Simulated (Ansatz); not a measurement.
The starting structures come from a database of crystals and need not be the phases stable at ambient conditions.

 Where the default PAW files enter, the runs use the earlier of Ansatz's two default sets.

The decay constant κ of evanescent states in the gap governs leakage through a thin film.

```
S2Si
1.0
    5.73630     0.00000     0.00000
    0.56202     5.70870     0.00000
    2.58714    -2.85435     3.93097
Si S
2 4
Cartesian
  2.86815   0.00000   1.96548
  0.00000   0.00000   0.00000
  6.60894   0.61942   1.83580
  3.57009   0.80775   3.80129
  3.85110   3.66210   2.09517
  3.74079   0.61942   0.12968
```

Space group of this cell: Fdd2. The cell is strained (lengths across the current scaled by 0.98, ions clamped); by r2SCAN its mean pressure is 3.8 GPa.

Transport runs along the normal of the first two printed cell vectors.

The gap is the functional's own, uncorrected, and κ follows it; spin-orbit coupling is left out. Mid-gap values are interpolated between the computed energies.

Predict the band gap and the smallest decay constant κ at mid-gap from r2SCAN run with Ansatz (a quantum-chemistry and plane-wave program).

Gap 3.51 eV on a 8×8×8 mesh; κ = 0.323 1/Å, at the zone centre.
